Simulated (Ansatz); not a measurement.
# TaC (model structure, started from the NbAs type, I4₁md, No. 109, 4 atoms in the cell): lattice parameter c by level of theory

No measured value is used here.

```
level (code)          value (Å)
-------------------  ----------
LDA (Ansatz)             10.482
PBE (Ansatz)         (withheld)
PBEsol (Ansatz)          10.542
PBE-D3(BJ) (Ansatz)      10.555
```

What belongs in the gaps?


- PBE (Ansatz, a program for electronic structure), value (Å): 10.629

Density-functional levels without +SOC have no spin–orbit coupling. Ansatz's density-functional and Hartree–Fock values are scalar-relativistic unless marked +SOC, with PAW data made under PBE.

A model structure was made by putting elements into a prototype or built by hand; it is no filed structure, need not be a known phase, and can be a saddle point held by its symmetry.
